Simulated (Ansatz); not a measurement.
**What holes 7.0×10^21 cm⁻³ does to hypothetical P6_3/mmc PbS**

The parent structure is PbS (space group P6_3/mmc, No. 194; a = 5.001 Å, c = 5.982 Å; a hypothetical phase, not in the database extracts checked).

Modification: hole doping at 7.0×10^21 cm⁻³ (0.907 per cell), with a uniform compensating background at fixed cell and a 300 K Fermi–Dirac width.

Level of theory: Kohn–Sham DFT with the r2SCAN functional, run in Ansatz (a program for electronic structure) with PAW and 500 eV plane waves, scalar-relativistic without spin-orbit coupling. Settings: 14×14×10 k-points, 0.0259 eV Fermi–Dirac smearing.

The gap between the host's bands grows by 0.256 eV to 1.98 eV and the gap character is still direct at H. The Fermi level relative to the doped band's edge (positive inside the band; to 0.05 eV) comes out as +0.65 eV.

Carriers are added with a uniform compensating background; total energy and stress of such cells depend on the potential's zero and are not compared; many-body gap narrowing is missing at this level. Spin-orbit coupling, missing from the scalar runs, can matter with Pb. Whether these cells are dynamically stable was not tested. The base started in P6_3mc and relaxed to P6_3/mmc at this level.
